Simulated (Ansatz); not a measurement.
Base system: Y in the hcp (Mg type) structure (space group P6_3/mmc, No. 194).

```cif
data_Y2
_chemical_formula_sum 'Y2'
_space_group_name_H-M_alt 'P 1'
_space_group_IT_number 1
_cell_length_a 3.59943
_cell_length_b 3.59943
_cell_length_c 5.58709
_cell_angle_alpha 90.000
_cell_angle_beta 90.000
_cell_angle_gamma 120.000
loop_
_space_group_symop_operation_xyz
  'x, y, z'
loop_
_atom_site_label
_atom_site_type_symbol
_atom_site_fract_x
_atom_site_fract_y
_atom_site_fract_z
_atom_site_occupancy
Y1 Y 0.33333 0.66667 0.75000 1
Y2 Y 0.66667 0.33333 0.25000 1
```

The values are results of plane-wave PAW DFT at the PBEsol level (Ansatz, a first-principles code, 420 eV), spin-orbit coupling left out, not measurements.

Base values:

```
Property               Value
-------------------  -------
c/a ratio              1.552
Lattice parameter a  3.599 Å
```

Modification: full substitution Y → Al; the structure is relaxed again.

What does the calculation give for the c/a ratio and lattice parameter a after the change?

The c/a ratio goes up by 0.115 to 1.667; the lattice parameter a shrinks by 0.772 Å (3.599 Å → 2.827 Å).

No phonon test of stability was made. For Al in this form, whether it has been made was not checked. The final runs are not spin-polarised. This is not the structure that Al has at room temperature and ambient pressure.
